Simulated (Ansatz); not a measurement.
The reference is C in the diamond structure (space group Fd-3m, No. 227; a = 3.554 Å).

Calculations: plane-wave PAW DFT at the PBEsol level (Ansatz, a program for electronic structure, 420 eV), no SOC.

Base values:

```
Quantity                                                Value
-----------------------------  ------------------------------
Gap character                  indirect, Γ → Γ–X (75 % along)
Width of the top valence band                         8.51 eV
```

Now apply this change: every lattice vector is stretched by 0.33 %, atoms relaxed at fixed cell.

Task: Predict the new gap character, energy relative to the base and width of the top valence band.

Result: The gap character remains indirect, Γ → Γ–X (75 % along); the energy rises by 0.8 meV/atom; the width of the top valence band falls by 0.086 eV to 8.43 eV.

The cells carry an imposed strain or load. Stability against distortions was not tested.
